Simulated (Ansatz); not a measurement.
C11b WSi2 was calculated with r²SCAN-D4 (Ansatz, a program for electronic structure, PAW).

Run with plane-wave cutoff 560 eV, 24×24×24 k mesh, Fermi–Dirac smearing 0.05 eV, no spin polarisation, scalar-relativistic PAW data made under PBE.

Cell (relaxed at this level):

```xyz
3
Lattice="-1.6010 1.6010 3.8934 1.6010 -1.6010 3.8934 1.6010 1.6010 -3.8934" Properties=species:S:1:pos:R:3 pbc="T T T"
Si     0.0000     0.0000     5.1805
Si     0.0000     0.0000     2.6064
W      0.0000     0.0000     0.0000
```

Problem. Estimate the bulk modulus and pressure derivative B′ of the bulk modulus that the calculation returns.

Solution. 
bulk modulus: 238 GPa
pressure derivative B′ of the bulk modulus: 4.4

The run finds no gap.

Note: the bulk modulus comes from volumes at which shape and atoms were relaxed.

Spin–orbit coupling is not included.

Computed values are for the static lattice.
